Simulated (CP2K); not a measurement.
A self-consistent single point of Si₂Ni (Fm-3m, 3 atoms in the cell) with CP2K.

Method: PBE, GPW, DZVP-MOLOPT-SR-GTH basis, GTH-PBE potentials (GTH_POTENTIALS) in CP2K.

The change in words: lattice scaled by 0.98. Reference geometry:
```xyz
3
Lattice="3.8087 0.0000 0.0000 1.9043 3.2984 0.0000 1.9043 1.0995 3.1098" Properties=species:S:1:pos:R:3 pbc="T T T"
Si     1.9043     1.0995     0.7774
Si     5.7130     3.2984     2.3323
Ni     0.0000     0.0000     0.0000
```

Reference input (self-consistent single point, DFT PBE, GPW, DZVP-MOLOPT-SR-GTH basis, GTH-PBE potentials (GTH_POTENTIALS)): CUTOFF = 600 Ry; REL_CUTOFF = 50 Ry; SMEAR/METHOD = GAUSSIAN; SIGMA = 0.1 eV; KPOINTS/SCHEME = MONKHORST-PACK 9 9 9; XC_FUNCTIONAL = PBE; Si/BASIS_SET = DZVP-MOLOPT-SR-GTH-q4; Si/POTENTIAL = GTH-PBE-q4; Ni/BASIS_SET = DZVP-MOLOPT-SR-GTH-q18; Ni/POTENTIAL = GTH-PBE-q18; METHOD = GPW; EPS_DEFAULT = 1e-10. This run's input differs from it in these lines:

```diff
@@ -63,4 +63,4 @@
     &CELL
-      ABC 3.80869600 3.80869644 3.80869665
-      ALPHA_BETA_GAMMA 60.00000438 60.00000566 60.00000383
+      ABC 3.73252300 3.73252211 3.73252236
+      ALPHA_BETA_GAMMA 60.00000802 60.00000323 60.00000098
       PERIODIC XYZ
```

Output, abridged:

```
 SCF WAVEFUNCTION OPTIMIZATION

  Step     Update method      Time    Convergence         Total energy    Change
     1 NoMix/Diag. 0.20E+00      -     1.41870574      -178.1097154039 -1.78E+02
     2 Broy./Diag. 0.20E+00      -     0.14548190      -173.6532407319  4.46E+00
     3 Broy./Diag. 0.20E+00      -     0.01774887      -177.5855203610 -3.93E+00
     4 Broy./Diag. 0.20E+00      -     0.06356474      -177.2247669086  3.61E-01
     5 Broy./Diag. 0.20E+00      -     0.01095336      -177.0275338420  1.97E-01
     6 Broy./Diag. 0.20E+00      -     0.01129167      -177.3421782312 -3.15E-01
   [... 5 lines left out ...]
    12 Broy./Diag. 0.20E+00      -     0.00001280      -177.2099643693  3.35E-04
    13 Broy./Diag. 0.20E+00      -     0.00000217      -177.2096442932  3.20E-04
    14 Broy./Diag. 0.20E+00      -     0.00000054      -177.2096918136 -4.75E-05
    15 Broy./Diag. 0.20E+00      -     0.00000010      -177.2096774923  1.43E-05
  *** SCF run converged in    15 steps ***

  Overlap energy of the core charge distribution:               0.00000000000210
  Self energy of the core charge distribution:               -281.65516352695784
  Core Hamiltonian energy:                                     77.57119851921350
  Hartree energy:                                              46.41174765836022
  Exchange-correlation energy:                                -19.53724527852608
  Smearing free energy correction:                             -0.00021486443348
  Fermi energy:                                                 0.44221254228219

  Total energy:                                              -177.20967749230905
  Total energy (extrapolated to sigma->0):                   -177.20957006009232

   [... lines left out ...]

 STRESS| Analytical stress tensor [bar]
 STRESS|                        x                   y                   z
 STRESS|      x        1.70171126852E+05  -9.81767947881E+00  -6.94202386368E+00
 STRESS|      y       -9.81767947881E+00   1.70181280356E+05  -3.21328712403E+00
 STRESS|      z       -6.94202386368E+00  -3.21328712403E+00   1.70183236560E+05
 STRESS| 1/3 Trace                                             1.70178547923E+05
```

The run converged in 15 iterations. Against the reference run the free energy rises by 53.3 meV/atom and the pressure goes from 5.81 to 17.02 GPa.

The starting cell comes from a database of computed structures (which also holds hypothetical and non-ambient phases and stackings), without a prior relaxation at this level. For this run, on top of that: lattice scaled by 0.98. Spin polarisation is off. Values carry the incompleteness of an atom-centred basis. With a pressure of about 17 GPa the cell is away from its equilibrium volume at this level.

Cost on one core of a shared machine: roughly 2 min.
